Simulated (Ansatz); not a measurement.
**NaCl: uniaxial strain ε_zz = −1.50 %**

Base system: NaCl in the rock salt structure (space group Fm-3m, No. 225; a = 5.601 Å). Axes: x, y, z lie along the cube axes.

Now apply this change: uniaxial strain ε_zz = −1.50 %, all other strain components held at zero, atoms relaxed at fixed cell.

Method: PBEsol (Ansatz, a first-principles code), no SOC. Settings: 10×10×10 k-points, 0.05 eV Fermi–Dirac smearing.

The space group goes from Fm-3m (No. 225) to I4/mmm (No. 139) and the shortest interatomic distance falls by 0.042 Å to 2.759 Å. The energy grows by 0.9 meV/atom and the pressure (mean of the normal stresses, compression positive) rises by 4.2 kbar, from 0.1 kbar to 4.3 kbar. The band gap goes up by 0.054 eV to 5.07 eV and the gap character is still direct at Γ. The electron mass is still 0.39 mₑ (at Γ) and the valence-band top at Γ (three highest levels, from the VBM) becomes 0.00, 0.00, -0.01 eV (base: 0.00, 0.00, 0.00 eV). The stress (xx, yy, zz, yz, xz, xy; compression positive) is (0.19, 0.19, 0.92, 0.00, 0.00, 0.00) GPa.

Cost of the whole job for the changed cell (relaxation, final SCF and bands): about 14 core-seconds (a rough figure).

Effective masses come from finite differences of ±0.01 Å⁻¹. No phonon test of stability was made. k-point labels follow each cell's own Brillouin zone.
